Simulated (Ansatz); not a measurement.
The starting structures come from a database of crystals and need not be the phases stable at ambient conditions.

Tunnelling through a barrier is set by its complex band structure: the current falls as exp(−2κd) with the smallest κ.

Here is the system:

```
KReO4
1.0
    7.44028     0.00000     0.00000
    3.09762     6.76480     0.00000
    2.17133    -3.38240     4.01936
K Re O
2 2 8
Direct
  0.50000   0.50000   0.00000
  0.75000   0.75000   0.50000
  0.25000   0.25000   0.50000
  0.00000   0.00000   0.00000
  0.29756   0.86094   0.65538
  0.45556   0.20294   0.59200
  0.86094   0.29756   0.34462
  0.20294   0.45556   0.40800
  0.95244   0.38906   0.84462
  0.79444   0.04706   0.90800
  0.38906   0.95244   0.15538
  0.04706   0.79444   0.09200
```

Space group of this cell: I4_1/a. The cell is taken as given; by r2SCAN its mean pressure is -2.5 GPa.

Transport runs along the normal of the first two printed cell vectors, the (110) plane of the conventional cell.

The gap is the functional's own. No spin-orbit coupling. Mid-gap values are interpolated on the energy grid.

Compute, with Ansatz (a quantum-chemistry and plane-wave program) with r2SCAN, the band gap and the smallest decay constant κ at mid-gap.

Gap 4.43 eV on a 8×8×8 mesh; κ = 0.580 1/Å, at (0.167, 0.167) of the in-plane reciprocal vectors. At the zone centre, at the nearest computed energy, the slowest state has κ = 0.58 1/Å.
